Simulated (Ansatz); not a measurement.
The reference is MgS in the rock salt structure (space group Fm-3m, No. 225; a = 5.182 Å).

Modification: a negative pressure, −2 GPa.

Levels (all Ansatz, a quantum-chemistry and plane-wave program, PAW): PBEsol (420 eV, without spin-orbit coupling); r2SCAN (500 eV, without spin-orbit coupling); HSE06 (420 eV, no SOC).

One geometry, relaxed with PBEsol, under each level:

Notes on the quantities. hole mass: degenerate bands, along [100].

```tsv
level	band gap	lowest conduction level above the VBM at special points	electron mass	hole mass	pressure
PBEsol	2.67 eV	X 2.67 eV; Γ 3.48 eV; K 3.79 eV; U 3.79 eV	0.52 mₑ along k, 0.29 mₑ across (at X)	0.24, 0.95, 0.95 mₑ (at Γ)	-20.0 kbar
r2SCAN	3.43 eV	X 3.43 eV; Γ 4.52 eV; K 4.54 eV; U 4.54 eV	0.52 mₑ along k, 0.30 mₑ across (at X)	0.27, 0.95, 0.95 mₑ (at Γ)	-11.5 kbar
HSE06	…	…	–	–	–
```

### Question
Give the withheld HSE06 results.

### Answer

- HSE06, band gap: 3.77 eV
- HSE06, lowest conduction level above the VBM at special points: X 3.77 eV; Γ 4.70 eV; K 4.93 eV

Single points use the geometry relaxed with PBEsol. Their cutoffs differ, which shifts pressures a little. HSE06 was sampled on its mesh, a few special points and the semilocal edge points, so its gap is an upper bound. Load acts through the strain it causes; cell and atoms are relaxed under it. Effective masses come from finite differences of ±0.01 Å⁻¹. Along k means along the line from Γ to the band edge. No phonon test of stability was made.
